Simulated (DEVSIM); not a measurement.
GaP/Si n-p heterojunction

Structure: GaP/Si n-p heterojunction, at 300 K.

| layer (left to right) | material | thickness (μm) | Nd (cm⁻³) | Na (cm⁻³) | τn (s) | τp (s) |
|---|---|---|---|---|---|---|
| 1 | GaP | 1.50 | 1.4e17 | - | 2.9e-6 | 2.9e-6 |
| 2 | Si | 1.30 | - | 4.3e17 | 2.9e-6 | 2.9e-6 |

Left contact: ohmic. Right contact: ohmic. Voltage is applied to the left contact. Recombination: SRH at mid-gap, radiative. Mobility is μmin + (μ − μmin)/(1 + (N/Nref)^α).

This is a model device: material constants are rounded textbook-type values typed into the input, and sizes, dopings and lifetimes were drawn at random. Values at 300 K.

```csv
parameter,GaP,Si
gap (eV),2.26,1.124
affinity (eV),3.8,4.05
permittivity,11.1,11.7
Nc (cm⁻³),1.8e19,2.86e19
Nv (cm⁻³),1.9e19,3.1e19
μn (cm²/Vs),250,1417
μp (cm²/Vs),150,470
"μn,min",10,52
"μp,min",10,45
"Nref,n",4.4e18,9.7e16
"Nref,p",1e18,2.2e17
αn,0.8,0.68
αp,0.85,0.72
B (cm³/s),1e-13,4.7e-15
```

DEVSIM, 1D drift-diffusion, Boltzmann statistics, complete ionisation; no tunnelling, impact ionisation, image-force lowering or self-heating. Band offsets follow the typed affinities; no thermionic-emission limit at abrupt steps, no polarisation charge.

- Potential step across the device at zero bias: 1.138 V
- Largest field in the device at zero bias: 190000 V/cm
- Dark forward voltage at 1 A/cm²: 0.697 V
- Dark forward voltage at 100 A/cm²: 0.853 V

Dark forward current:

(V (V), J (A/cm²)): (-0.05, -2.2e-11); (-0.10, -1.7e-10); (-0.15, -1.2e-9); (-0.20, -8.4e-9); (-0.25, -5.8e-8); (-0.30, -3.9e-7); (-0.35, -2.7e-6); (-0.40, -1.8e-5); (-0.45, -0.00012); (-0.50, -0.00082); (-0.55, -0.0053); (-0.60, -0.033); (-0.65, -0.20); (-0.70, -1.1); (-0.75, -5.6); (-0.80, -25); (-0.85, -94); (-0.90, -290); (-0.95, -700); (-1.00, -1400); (-1.05, -2300)
